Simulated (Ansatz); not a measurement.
Start from Ti in the hcp (Mg type) structure (space group P6_3/mmc, No. 194; a = 2.936 Å, c = 4.637 Å).

Method: Ansatz (a program for electronic structure), r2SCAN, PAW, cutoff 500 eV, no spin-orbit coupling.

Base values:

| Property | Value |
|---|---|
| Pressure | 0.0 GPa |
| Band gap | zero |

Perturbation: every lattice vector is stretched by 4.31 %, atoms relaxed at fixed cell.

**Question.** Estimate the effect on the pressure.

**Answer.** The pressure (mean of the normal stresses, compression positive) goes from zero to -11.9 GPa.

**Question.** How does this affect the energy relative to the base?

**Answer.** The energy increases by 95 meV/atom.

**Question.** How does this affect the band gap?

**Answer.** The band gap remains zero.

The cells carry an imposed strain or load. Whether these cells are dynamically stable was not tested. The final runs are not spin-polarised.
